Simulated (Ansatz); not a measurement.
Base system: BeSe in the zinc blende structure (space group F-43m, No. 216).

```xyz
2
Lattice="0.0000 2.5408 2.5408 2.5408 0.0000 2.5408 2.5408 2.5408 0.0000" Properties=species:S:1:pos:R:3 pbc="T T T"
Be     0.0000     0.0000     0.0000
Se     1.2704     1.2704     1.2704
```

Cartesian axes are those of the cell as printed.

Calculations: LDA (Ansatz, a quantum-chemistry and plane-wave program), no spin-orbit coupling.

The change: an isotropic linear strain of −2.00 %, atoms relaxed at fixed cell.

Task: Predict the stress tensor and what it implies for the stiffness.

Result: Stress of the strained cell less that of the base (GPa, compression positive):
```
   5.72    0.00    0.00
   0.00    5.72    0.00
   0.00    0.00    5.72
```

Then B = −ΔP/(ΔV/V₀) with ΔV/V₀ = -0.0588 gives secant stiffness values (nonlinear terms included at this strain): B ≈ 97 GPa.

As a check, the harmonic strain energy −½ V₀ Δσ:ε is 18 meV/atom; the computed energy rise is 16 meV/atom.

Stability against distortions was not tested.
